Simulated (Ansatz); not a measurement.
Start from SiO2 in the rutile structure (space group P4_2/mnm, No. 136; a = 4.185 Å, c = 2.669 Å). Axes: x, y, z lie along a, b, c of the conventional cell.

Computed with r2SCAN (Ansatz, a first-principles code), without spin-orbit coupling.

Strains are applied to the cell and any free atomic positions relax; under biaxial strain the out-of-plane vector relaxes too.

One change was made to it. Results:

The valence-band top at Γ (three highest levels, from the VBM) becomes 0.00, -0.86, -0.86 eV (base: 0.00, -0.88, -0.88 eV); the band gap falls by 0.18 eV, from 6.51 eV to 6.33 eV; the gap character stays direct at Γ.

Which of these changes matches the shifts?
A. isotropic strain +0.92 %
B. biaxial strain −2.45 %, plane normal [001], relaxed out of plane
C. biaxial strain +4.78 %, plane normal [001], relaxed out of plane
D. biaxial strain +1.06 %, plane normal [001], relaxed out of plane
E. isotropic strain −0.62 %

D, biaxial strain +1.06 %, plane normal [001], relaxed out of plane. For comparison, the band gap in the other runs: isotropic strain −0.62 % gives 6.84 eV; biaxial strain −2.45 %, plane normal [001], relaxed out of plane gives 6.97 eV; isotropic strain +0.92 % gives 6.05 eV; biaxial strain +4.78 %, plane normal [001], relaxed out of plane gives 5.84 eV.

Stability against distortions was not tested.
